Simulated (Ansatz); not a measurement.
The starting structures come from a database of crystals and need not be the phases stable at ambient conditions.

Evanescent states of Bi₂Te₂Se (R-3m, not sure to be the ambient phase, 5 atoms a cell, 31.7 Å³ an atom, 2 GPa at this level) along the normal of (101)

Level of theory: r2SCAN (plane waves, PAW; Ansatz, an electronic-structure program).

The gap is the functional's own, uncorrected, and κ follows it; spin-orbit coupling is left out. Mid-gap values are interpolated between the computed energies.

Energies count from the valence-band top; κ is the least over a 8×4 mesh across the current.

```
E (eV)  κ (1/Å)  where
------  -------  -----
0.03      0.021      Γ
0.07      0.036      Γ
0.12      0.044      Γ
0.17      0.047      Γ
0.23      0.038      Γ
0.28      0.022      Γ
```

How thick must the barrier be to attenuate the transmission by 10^8 when the electrodes' Fermi level lies at 0.12 eV, and what attenuation does that film give at 0.28 eV?

d = 8 ln 10 / (2 × 0.044) = 209.3 Å. At 0.28 eV it gives 8 × 0.022/0.044 = 4.0 decades.
